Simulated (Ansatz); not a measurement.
An H-capped Sn nanowire along [110], 8 atoms a period besides the caps, stretched and compressed along its axis from its relaxed period of 4.702 Å, atoms relaxed at each length.

These are PBE (plane waves to 420 eV, PAW; Ansatz, a first-principles code) values and carry that method's errors. Mesh 1×1×8. No spin polarisation. Periodic along z alone, with about 11 Å of vacuum beside it. An idealised model, cut from the bulk lattice. It keeps the symmetry and period of its start, so it need not be a minimum against all distortions. Values not marked SOC lack spin–orbit coupling. Buckling under compression is shut out by symmetry and the short period. Energies are free energies at a Fermi–Dirac width of 0.02 eV, from the unstrained cell.

```csv
strain (%),energy (meV a period),axial force (nN),PBE gap (eV)
-3.0,+61,-1.43,1.38
-1.5,+14,-0.68,1.36
0.0,0,+0.01,1.33
+1.5,+15,+0.66,1.29
+3.0,+58,+1.27,1.24
+6.0,+218,+2.33,1.12
```

The slope of the force at zero strain is 45 nN.
